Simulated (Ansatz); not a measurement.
Take PbS in the rock salt structure (space group Fm-3m, No. 225; a = 5.975 Å) as the base. Axes: x, y, z lie along the cube axes.

All numbers come from plane-wave PAW DFT at the r2SCAN level (Ansatz, a program for electronic structure, 500 eV), no SOC.

Base values:

The band gap is 0.69 eV.

Perturbation: a pure shear with ε_xy = ε_yx = 0.0200, atoms relaxed at fixed cell.

Problem. How does this affect the band gap?

Solution. The band gap falls by 0.20 eV (0.69 eV → 0.49 eV).

Spin-orbit coupling, missing from the scalar runs, can matter with Pb. The cells carry an imposed strain or load. Stability against distortions was not tested.
